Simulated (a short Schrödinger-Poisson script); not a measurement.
Stack: gated Al0.33Ga0.67As/GaAs δ-doped gas, at 300 K.

```tsv
layer	material	thickness (nm)	Na (cm⁻³)
1	Al0.33Ga0.67As	8	-
2	Al0.33Ga0.67As	3	-
3	GaAs	6000	2e15
```

The device is made up for the run: typed textbook-type constants, with dimensions and the other settings drawn at random. Al0.33Ga0.67As: permittivity 11.96, conduction-band edge (eV) 0.261, gap (eV) 1.836, electron mass (mₑ) 0.0944, Nv at 300 K (cm⁻³) 9e18. GaAs: permittivity 12.9, conduction-band edge (eV) 0, gap (eV) 1.424, Nv at 300 K (cm⁻³) 9e18.

Channel valleys (confinement mass, in-plane density-of-states mass, number): Γ 0.067, 0.067, 1. At the gate the conduction-band edge of layer 1 lies 1.01 eV − eVg above the Fermi level of the channel; the field vanishes at the back. Sheet of ionised δ-doping: +4.6e12 e/cm² at 8 nm from the gate. The barrier under the gate holds no holes. Gaps are held at their typed values at every temperature. Mesh 0.08 nm at interfaces.

Solved with a short Schrödinger-Poisson script written for these runs: 1D Poisson equation in equilibrium, electrons quantum, Hartree (BenDaniel-Duke, 40 states a valley, the channel's in-plane mass for all, wave functions free to enter the barrier), parabolic valleys, classical holes, full ionisation, no traps, pinning or gate leakage.

The same stack at other levels of the model or other numerical settings:

| run | sheet density of all electrons at Vg = 0.5 V (cm⁻²) | capacitance at Vg = 0.5 V (μF/cm²) | centroid of the channel electrons at Vg = 0.5 V (nm) | gate voltage at 1e11 electrons/cm² (V) | rough cost against the base |
|---|---|---|---|---|---|
| base | 1.06e12 | 0.665 | 7.36 | 0.22 | about 1 |
| electrons treated as classical, Boltzmann | 1.27e12 | 0.789 | 4.45 | 0.21 | 0.03 |
| electrons treated as classical, Fermi-Dirac | 1.12e12 | 0.660 | 6.13 | 0.21 | 0.2 |
| electrons treated as quantum, Hartree plus LDA exchange-correlation | 1.10e12 | 0.680 | 6.98 | 0.21 | about 1 |
| mesh six times as coarse | 1.06e12 | 0.664 | 7.35 | 0.22 | 0.2 |
| one subband a valley | 1.01e12 | 0.651 | 4.93 | 0.23 | 0.3 |

The classical rows ignore confinement, and Boltzmann statistics overrate the density once the band edge passes the Fermi level.
